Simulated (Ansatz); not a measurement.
**Several settings converged on Ca2AgPd2 (Immm, 5 atoms in the cell)**

```
Ca2AgPd2
1.0
   -2.25061     2.90195     4.22935
    2.25061    -2.90195     4.22935
    2.25061     2.90195    -4.22935
Ca Ag Pd
2 1 2
Direct
  0.70221   0.20221   0.50000
  0.29779   0.79779   0.50000
  0.00000   0.00000   0.00000
  0.73119   0.50000   0.23119
  0.26881   0.50000   0.76881
```

Base method: LDA (PW92), default PAW files made with PBE (plane waves; Ansatz, a quantum-chemistry and plane-wave program).

Base settings: basis.ecutwfc = 420 eV; kpoints.mp_grid.grid = 7 7 7; hamiltonian.xc = lda; hamiltonian.pseudopotentials = {kind: paw} (the program's default PAW files); scf.occupations.method = fermi_dirac; scf.occupations.width = 0.1 eV.

Core times come from one kind of shared machine, to one figure; runs under 30 s give none.

**Zone-centre phonons against the cutoff**

In this ladder: phonons.method = dfpt.

The mesh stays at the base's, so the ladder's end is converged at best in this setting alone.

Frequencies are those of the unrelaxed cell, without the LO-TO term of polar crystals.

Only quantities that move along the ladder and can be compared are tabulated.

| basis.ecutwfc | highest zone-centre frequency (cm⁻¹) | lowest optical frequency (cm⁻¹) | core time / last (rough) |
|---|---|---|---|
| 210 eV | 234.8 | -22.5 | 0.4 |
| 295 eV | 194.5 | 66.1 | 0.5 |
| 355 eV | 195.3 | 64.9 | 0.7 |
| 420 eV | 195.1 | 64.8 | 1 |

Coarsest basis.ecutwfc that holds the highest zone-centre frequency within 2 cm⁻¹ of the last step, with all finer ones: 295 eV; the step before is off by 40 cm⁻¹.

Coarsest basis.ecutwfc that holds the lowest optical frequency within 2 cm⁻¹ of the last step, with all finer ones: 295 eV; the step before is off by 87 cm⁻¹.

**The force threshold of a relaxation**

On Ca2AgPd2 (Imm2, 5 atoms in the cell): one atom moved by 0.15 angstrom.

In this ladder: relax = atoms.

The mesh stays at the base's, so the ladder's end is converged at best in this setting alone.

Only quantities that move along the ladder and can be compared are tabulated.

| relax.f_tol | free energy less the last step's (meV/atom) | largest force left (eV/Å) | relaxation steps | core time / last (rough) |
|---|---|---|---|---|
| 0.2 eV/Å | 0.49 | 0.1041 | 2 | 0.5 |
| 0.1 eV/Å | 0.03 | 0.0273 | 3 | 0.6 |
| 0.05 eV/Å | 0.03 | 0.0273 | 3 | 0.7 |
| 0.03 eV/Å | 0.03 | 0.0273 | 3 | 0.6 |
| 0.02 eV/Å | 0.00 | 0.0007 | 4 | 0.8 |
| 0.005 eV/Å | 0.00 | 0.0007 | 4 | 0.8 |
| 0.001 eV/Å | 0.00 | 0.0007 | 5 | 1 |

Coarsest relax.f_tol that holds the free energy within 0.1 meV/atom of the last step, with all finer ones: 0.1 eV/Å; the step before is off by 0.49 meV/atom.

Coarsest relax.f_tol that holds the largest force left within 0.02 eV/Å of the last step, with all finer ones: 0.02 eV/Å; the step before is off by 0.027 eV/Å.

On the base run: the starting cell comes from a database of computed structures (which also holds hypothetical and non-ambient phases and stackings), without a prior relaxation at this level. Its lattice was rescaled by up to half a per cent. Spin polarisation is off. In the base run, with a pressure of about -6 GPa the cell is away from its equilibrium volume at this level.

Keys are those of Ansatz 0.2.
